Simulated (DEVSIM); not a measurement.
Device: abrupt Si n-p junction, at 300 K.

```csv
layer (left to right),material,thickness (μm),Nd (cm⁻³),Na (cm⁻³),τn (s),τp (s)
1,Si,22.0,2.6e16,-,0.00038,0.00038
2,Si,52.0,-,2.2e16,0.00038,0.00038
```

Left contact: ohmic. Right contact: ohmic. Voltage is applied to the left contact. Recombination: SRH at mid-gap, radiative, Auger. Mobility is μmin + (μ − μmin)/(1 + (N/Nref)^α).

The device is made up for the run: typed textbook-type constants, with dimensions and the other settings drawn at random. Values at 300 K.

| parameter | Si |
|---|---|
| gap (eV) | 1.124 |
| affinity (eV) | 4.05 |
| permittivity | 11.7 |
| Nc (cm⁻³) | 2.86e19 |
| Nv (cm⁻³) | 3.1e19 |
| μn (cm²/Vs) | 1417 |
| μp (cm²/Vs) | 470 |
| μn,min | 52 |
| μp,min | 45 |
| Nref,n | 9.7e16 |
| Nref,p | 2.2e17 |
| αn | 0.68 |
| αp | 0.72 |
| B (cm³/s) | 4.7e-15 |
| Cn (cm⁶/s) | 2.8e-31 |
| Cp (cm⁶/s) | 9.9e-32 |

Simulated with DEVSIM: 1D drift-diffusion, Boltzmann statistics, complete ionisation; no tunnelling, impact ionisation, image-force lowering or self-heating.

Question: Tabulate band edges, carrier densities and field at -0.9 V on the left contact.

Answer: Energies count from the Fermi level of the right contact; mesh points crowd at the junctions.

```
x (μm)   Ec (eV)  Ev (eV)  n (cm⁻³)  p (cm⁻³)  field (V/cm)
-------  -------  -------  --------  --------  ------------
0.000      1.081   -0.043    2.6e16      4500           -47
0.05119    1.081   -0.043    2.6e16    1.4e14           -47
0.2113     1.080   -0.044    2.7e16    5.5e14           -46
0.7123     1.078   -0.046    2.8e16    1.8e15           -42
3.438      1.068   -0.056    3.3e16    7.4e15           -30
10.80      1.051   -0.073    4.4e16    1.8e16           -20
18.35      1.038   -0.086    5.3e16    2.7e16           -15
21.21      1.033   -0.091    5.6e16    3.0e16           -14
21.76      1.032   -0.092    5.6e16    3.0e16           -14
21.94      1.032   -0.092    5.6e16    3.1e16            84
22.00      1.039   -0.085    4.4e16    4.0e16          4800
22.08      1.047   -0.077    3.2e16    5.4e16           ≈ 0
22.29      1.046   -0.078    3.2e16    5.4e16           -14
22.96      1.046   -0.079    3.2e16    5.4e16           -14
26.61      1.040   -0.084    3.1e16    5.3e16           -14
36.48      1.025   -0.099    2.7e16    4.9e16           -16
58.71      0.984   -0.140    1.6e16    3.8e16           -22
69.14      0.957   -0.167    7.1e15    2.9e16           -33
72.94      0.942   -0.182    2.0e15    2.4e16           -47
73.68      0.938   -0.186    6.4e14    2.3e16           -52
73.92      0.937   -0.187    1.7e14    2.2e16           -54
74.00      0.937   -0.187      5300    2.2e16           -55
```
